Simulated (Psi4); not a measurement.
Psi4 1.11, PBE0/def2-svpd, scf_type pk: Ca(Cl)2 ([Cl][Ca][Cl]), 3 atoms. The geometry is a generated start, not checked to be a minimum at this level.

```json
{
  "task": "energy",
  "method": "pbe0",
  "basis": "def2-svpd",
  "memory": "7 GB",
  "e_convergence": "1e-08",
  "d_convergence": "1e-07",
  "guess": "auto, which took SAD (default)",
  "diis_max_vecs": "10 (default)",
  "scf_initial_accelerator": "adiis (default)",
  "dft_radial_points": "75 (default)",
  "dft_spherical_points": "302 (default)",
  "basis_functions": "81",
  "grid_points": "65864"
}
```

```xyz
3

Ca     0.0501    -0.0370     0.0409
Cl     1.6680     0.4330    -1.6215
Cl    -1.7181    -0.3960     1.5806
```
Charge 0, spin multiplicity 1.

The reference run uses exact four-centre integrals (scf_type = pk). One run each, on a shared machine, so no times are given.

Settings tried, all else as in the reference:
- scf_type = dfdirj+cosx
- scf_type = cd, cholesky_tolerance = 1e-05
- scf_type = cd, cholesky_tolerance = 0.001
- scf_type = cd, cholesky_tolerance = 0.01
- scf_type = dfdirj+cosx, cosx_radial_points_final = 75, cosx_spherical_points_final = 302
- scf_type = dfdirj+link
- scf_type = dfdirj+cosx, cosx_radial_points_final = 25, cosx_spherical_points_final = 50
- scf_type = dfdirj+snlink
- scf_type = mem_df
- scf_type = dfdirj+cosx, cosx_radial_points_final = 50, cosx_spherical_points_final = 194
- scf_type = cd, cholesky_tolerance = 0.0001 (default)
- scf_type = cd, cholesky_tolerance = 1e-06

Q: Which of these stay within 1.0 meV/atom in energy of the reference run?

A: Within it: scf_type = mem_df; scf_type = cd, cholesky_tolerance = 1e-06; scf_type = dfdirj+cosx, cosx_radial_points_final = 75, cosx_spherical_points_final = 302; scf_type = cd, cholesky_tolerance = 1e-05; scf_type = dfdirj+snlink; scf_type = dfdirj+cosx, cosx_radial_points_final = 50, cosx_spherical_points_final = 194; scf_type = dfdirj+link; scf_type = cd, cholesky_tolerance = 0.0001 (default). Outside: scf_type = dfdirj+cosx; scf_type = cd, cholesky_tolerance = 0.001; scf_type = dfdirj+cosx, cosx_radial_points_final = 25, cosx_spherical_points_final = 50; scf_type = cd, cholesky_tolerance = 0.01.

```csv
setting,energy against the reference
scf_type = mem_df,+0.0049 meV/atom
"scf_type = cd, cholesky_tolerance = 1e-06",+0.026 meV/atom
"scf_type = dfdirj+cosx, cosx_radial_points_final = 75, cosx_spherical_points_final = 302",−0.044 meV/atom
"scf_type = cd, cholesky_tolerance = 1e-05",+0.28 meV/atom
scf_type = dfdirj+snlink,−0.33 meV/atom
"scf_type = dfdirj+cosx, cosx_radial_points_final = 50, cosx_spherical_points_final = 194",−0.34 meV/atom
scf_type = dfdirj+link,−0.34 meV/atom
"scf_type = cd, cholesky_tolerance = 0.0001 (default)",−0.73 meV/atom
scf_type = dfdirj+cosx,−16 meV/atom
"scf_type = cd, cholesky_tolerance = 0.001",+18 meV/atom
"scf_type = dfdirj+cosx, cosx_radial_points_final = 25, cosx_spherical_points_final = 50",+61 meV/atom
"scf_type = cd, cholesky_tolerance = 0.01",+210 meV/atom
```

Total energies are compared; such shifts often cancel in part in energy differences. The DFDIRJ builders fit J, which adds its shift to that of exchange. Psi4 runs the final COSX grid once, on the density of the start grid. Also tried and not ranked: scf_type = direct (same energy as a listed run). The tolerance is a choice made for this comparison.
